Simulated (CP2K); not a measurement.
## A self-consistent single point of Cu3N (Pm-3m, 4 atoms in the cell) with CP2K

Method: PBE, GPW, DZVP-MOLOPT-SR-GTH basis, GTH-PBE potentials (GTH_POTENTIALS) (CP2K).

Input as run:

```
&GLOBAL
  PROJECT run
  RUN_TYPE ENERGY_FORCE
  PRINT_LEVEL LOW
&END GLOBAL
&FORCE_EVAL
  METHOD Quickstep
  STRESS_TENSOR ANALYTICAL
  &DFT
    BASIS_SET_FILE_NAME BASIS_MOLOPT
    POTENTIAL_FILE_NAME GTH_POTENTIALS
    &QS
      METHOD GPW
      EPS_DEFAULT 1E-10
    &END QS
    &MGRID
      CUTOFF 600
      REL_CUTOFF 40
      NGRIDS 5
    &END MGRID
    &SCF
      SCF_GUESS ATOMIC
      EPS_SCF 1E-7
      MAX_SCF 100
      ADDED_MOS 7
      &DIAGONALIZATION
        ALGORITHM STANDARD
      &END DIAGONALIZATION
      &MIXING
        METHOD BROYDEN_MIXING
        ALPHA 0.3
        NBUFFER 10
        BETA 1.5
      &END MIXING
      &SMEAR ON
        METHOD FERMI_DIRAC
        ELECTRONIC_TEMPERATURE [K] 1578.21
      &END SMEAR
    &END SCF
    &KPOINTS
      SCHEME MONKHORST-PACK 6 6 6
      GAMMA_CENTERED T
    &END KPOINTS
    &XC
      &XC_FUNCTIONAL PBE
      &END XC_FUNCTIONAL
    &END XC
    &PRINT
      &MO
        EIGENVALUES T
        OCCUPATION_NUMBERS T
        NDIGITS 8
        FILENAME mo
        &EACH
          QS_SCF 0
        &END EACH
        ADD_LAST NUMERIC
      &END MO
      &MULLIKEN OFF
      &END MULLIKEN
    &END PRINT
  &END DFT
  &SUBSYS
    &CELL
      A 3.74986000 0.00000000 0.00000000
      B 0.00000000 3.74986000 0.00000000
      C 0.00000000 0.00000000 3.74986000
      PERIODIC XYZ
    &END CELL
    &COORD
      Cu       0.00000000     0.00000000     1.87493000
      Cu       1.87493000     0.00000000     0.00000000
      Cu       0.00000000     1.87493000     0.00000000
      N        0.00000000     0.00000000     0.00000000
    &END COORD
    &KIND Cu
      BASIS_SET DZVP-MOLOPT-SR-GTH-q11
      POTENTIAL GTH-PBE-q11
    &END KIND
    &KIND N
      BASIS_SET DZVP-MOLOPT-SR-GTH-q5
      POTENTIAL GTH-PBE-q5
    &END KIND
  &END SUBSYS
  &PRINT
    &FORCES ON
    &END FORCES
    &STRESS_TENSOR ON
    &END STRESS_TENSOR
  &END PRINT
&END FORCE_EVAL
```

Output (repeated stretches shortened):

```
 GLOBAL| Method name                                                        CP2K
 GLOBAL| Project name                                                        run
 GLOBAL| Run type                                                   ENERGY_FORCE

 TOTAL NUMBERS AND MAXIMUM NUMBERS

  Total number of            - Atomic kinds:                                   2
                             - Atoms:                                          4
                             - Shell sets:                                     4
                             - Shells:                                        26
                             - Primitive Cartesian functions:                 23
                             - Cartesian basis functions:                    104
                             - Spherical basis functions:                     88

  Maximum angular momentum of- Orbital basis functions:                        3
                             - Local part of the GTH pseudopotential:          2
                             - Non-local part of the GTH pseudopotential:      4

 SCF PARAMETERS         Density guess:                                    ATOMIC
                        max_scf:                                             100
                        max_diis:                                              4
                        eps_scf:                                        1.00E-07
                        eps_diis:                                       1.00E-01
                        eps_eigval:                                     1.00E-05
                        level_shift [a.u.]:                             0.000000
                        added MOs                                         7    0
                        Mixing method:                            BROYDEN_MIXING
                                                charge density mixing in g-space
                        Smear method:                                FERMI_DIRAC
                        Electronic temperature [K]:                       1578.2
                        Electronic temperature [a.u.]:                  5.00E-03
                        Accuracy threshold:                             1.00E-10
                        No outer SCF

 Extrapolation method: initial_guess

 Number of electrons:                                                         38
 Number of occupied orbitals:                                                 19
 Number of molecular orbitals:                                                26

 Number of orbital functions:                                                 88
 Number of independent orbital functions:                                     88

 SCF WAVEFUNCTION OPTIMIZATION

  Step     Update method      Time    Convergence         Total energy    Change
     1 NoMix/Diag. 0.30E+00      -     0.54385563      -154.3522568237 -1.54E+02
     2 Broy./Diag. 0.30E+00      -     0.22213309      -156.5705112357 -2.22E+00
     3 Broy./Diag. 0.30E+00      -     0.12159851      -154.3315247170  2.24E+00
     4 Broy./Diag. 0.30E+00      -     0.06623350      -154.1265318725  2.05E-01
     5 Broy./Diag. 0.30E+00      -     0.00895587      -154.2922437540 -1.66E-01
     6 Broy./Diag. 0.30E+00      -     0.00502342      -154.3832684677 -9.10E-02
     7 Broy./Diag. 0.30E+00      -     0.00248397      -154.2762886279  1.07E-01
   [... 6 lines left out ...]
    14 Broy./Diag. 0.30E+00      -     0.00000835      -154.2782730539  1.23E-04
    15 Broy./Diag. 0.30E+00      -     0.00000248      -154.2782576667  1.54E-05
    16 Broy./Diag. 0.30E+00      -     0.00000133      -154.2782568057  8.61E-07
    17 Broy./Diag. 0.30E+00      -     0.00000064      -154.2782581477 -1.34E-06
    18 Broy./Diag. 0.30E+00      -     0.00000007      -154.2782607698 -2.62E-06

  *** SCF run converged in    18 steps ***

  Electronic density on regular grids:        -37.9999999964        0.0000000036
  Core density on regular grids:               37.9999999961       -0.0000000039
  Total charge density on r-space grids:       -0.0000000003
  Total charge density g-space grids:          -0.0000000003

  Overlap energy of the core charge distribution:               0.00000035900933
  Self energy of the core charge distribution:               -218.05893848864687
  Core Hamiltonian energy:                                     72.88430028110210
  Hartree energy:                                              16.77446383492320
  Exchange-correlation energy:                                -25.87732929789546
  Electronic entropic energy:                                  -0.00075745884697
  Fermi energy:                                                 0.17958270028674

  Total energy:                                              -154.27826076982589
  Total energy (extrapolated to T->0):                       -154.27788204040240

 ENERGY| Total FORCE_EVAL ( QS ) energy [hartree]           -154.278260310297611

 FORCES| Atomic forces [hartree/bohr]
 FORCES|   Atom     x               y               z               |f|
 FORCES|      1  6.51139598E-09  6.51139697E-09 -7.61371233E-09   1.19484385E-08
 FORCES|      2 -7.61375400E-09  6.51140030E-09  6.51138681E-09   1.19484619E-08
 FORCES|      3  6.51138260E-09 -7.61376024E-09  6.51137946E-09   1.19484522E-08
 FORCES|      4  4.00661282E-10  4.00650741E-10  4.00619788E-10   6.93935655E-10
 FORCES| Sum     5.80968586E-09  5.80968777E-09  5.80967373E-09
 FORCES| Total atomic force                                       1.00626652E-08

 STRESS| Analytical stress tensor [bar]
 STRESS|                        x                   y                   z
 STRESS|      x        1.10155971473E+05  -2.39860338604E-03  -2.39860428988E-03
 STRESS|      y       -2.39860338604E-03   1.10155986501E+05  -2.39858627823E-03
 STRESS|      z       -2.39860428988E-03  -2.39858627823E-03   1.10156425281E+05
 STRESS| 1/3 Trace                                             1.10156127752E+05
```

The run converged in 18 iterations.

The starting cell comes from a database of computed structures (which also holds hypothetical and non-ambient phases and stackings), without a prior relaxation at this level. Its lattice was rescaled by a random factor within 2.5 % of one. Spin polarisation is off. Values carry the incompleteness of an atom-centred basis. With a pressure of about 11 GPa the cell is away from its equilibrium volume at this level. The run gives no clean gap (levels at the Fermi energy touch, overlap or are partly filled at this smearing), which alone does not show that the compound is a metal.

Cost on one core of a shared machine: roughly 2 min.
